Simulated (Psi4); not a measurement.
Psi4 1.11, PBE0/cc-pvtz: O[SiH2][SiH2]C[SiH2]F, 15 atoms. The geometry is a generated start, not checked to be a minimum at this level.

```json
{
 "task": "energy",
 "method": "pbe0",
 "basis": "cc-pvtz",
 "scf_type": "df (default)",
 "guess": "auto, which took SAD (default)",
 "diis_max_vecs": "10 (default)",
 "scf_initial_accelerator": "adiis (default)",
 "e_convergence": "1e-06 (default)",
 "d_convergence": "1e-06 (default)",
 "dft_radial_points": "75 (default)",
 "dft_spherical_points": "302 (default)",
 "basis_functions": "318",
 "grid_points": "320211"
}
```

On 4 threads. Build: conda-forge: OpenMP (LLVM), MKL, Libint2. Each setting ran once; only counts and results are compared.

Values of memory tried: 8 GB, 4 GB, 2 GB, 1 GB, 0.5 GB, 0.3 GB.

### Question
What happens as the memory setting falls?

### Answer
It runs down to 0.3 GB, the lowest tried, with the same result. At 8 GB: SCF: fitted integrals in core. From 0.5 GB down: SCF: fitted integrals on disk.

```tsv
memory	path	peak memory
8 GB	SCF: fitted integrals in core	2.9 GiB
4 GB	SCF: fitted integrals in core	2.9 GiB
2 GB	SCF: fitted integrals in core	1.7 GiB
1 GB	SCF: fitted integrals in core	1.2 GiB
0.5 GB	SCF: fitted integrals on disk	0.90 GiB
0.3 GB	SCF: fitted integrals on disk	0.78 GiB
```

Peak memory is the kernel's count for the largest process, libraries included and scratch files not. The peak passes the setting at 1 GB, 0.5 GB, 0.3 GB: it is no hard cap.
